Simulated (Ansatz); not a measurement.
Data:

```xyz
2
Lattice="0.0000 2.9710 2.9710 2.9710 0.0000 2.9710 2.9710 2.9710 0.0000" Properties=species:S:1:pos:R:3 pbc="T T T"
In     0.0000     0.0000     0.0000
P      1.4855     1.4855     1.4855
```

The numbers are results of PBEsol with spin-orbit coupling, rigid bands (plane waves, PAW; Ansatz, a first-principles code), not measurements. Condition of this run: hydrostatic pressure -2 GPa with spin-orbit coupling (the target of the relaxation). Cell: cell and atoms relaxed with PBEsol, then loaded as said.

Problem. What conductivity effective mass do dilute holes have at 300 K?

Solution. 0.58 mₑ.

Problem. And the band gap?

Solution. 0.37 eV at this level; semilocal functionals usually fall short of the measured gap.

Rigid bands, one relaxation time for all states, no polarons.
